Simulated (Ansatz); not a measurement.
# TiAl: response to strain

The reference is TiAl (space group P4/mmm, No. 123; relaxed with 0.1 eV smearing).

```yaml
crystal:
  lattice:
    - [2.79629, 0.00000, 0.00000]
    - [0.00000, 2.79629, 0.00000]
    - [0.00000, 0.00000, 4.03814]
  atoms:
    - { symbol: Ti, position: [0.00000, 0.00000, 0.00000] }
    - { symbol: Al, position: [0.50000, 0.50000, 0.50000] }
```

Cartesian axes are those of the cell as printed.

Strains are applied to the cell and any free atomic positions relax; under biaxial strain the out-of-plane vector relaxes too.

Computed with PBEsol (Ansatz, an electronic-structure program; PAW; 420 eV plane waves; spin-orbit coupling left out).

Notes on the quantities. in-plane stress: mean in-plane stress (compression positive).

```csv
change,out-of-plane strain,in-plane stress,shortest interatomic distance
base,–,–,2.796 Å
"biaxial strain −3.00 %, plane normal [001], relaxed out of plane",+3.08 %,+5.8 GPa,2.712 Å
"biaxial strain −2.50 %, plane normal [001], relaxed out of plane",+2.56 %,+4.8 GPa,2.726 Å
"biaxial strain −2.00 %, plane normal [001], relaxed out of plane",+2.05 %,+3.8 GPa,2.740 Å
"biaxial strain −0.50 %, plane normal [001], relaxed out of plane",+0.52 %,+0.9 GPa,2.782 Å
"biaxial strain +0.50 %, plane normal [001], relaxed out of plane",-0.53 %,-0.8 GPa,2.810 Å
"biaxial strain +1.00 %, plane normal [001], relaxed out of plane",-1.07 %,-1.6 GPa,2.824 Å
"biaxial strain +1.50 %, plane normal [001], relaxed out of plane",-1.65 %,-2.3 GPa,2.823 Å
"biaxial strain +2.00 %, plane normal [001], relaxed out of plane",-2.24 %,-3.0 GPa,2.822 Å
"biaxial strain +2.50 %, plane normal [001], relaxed out of plane",-2.86 %,-3.6 GPa,2.820 Å
```

Stability against distortions was not tested. The final runs are not spin-polarised.
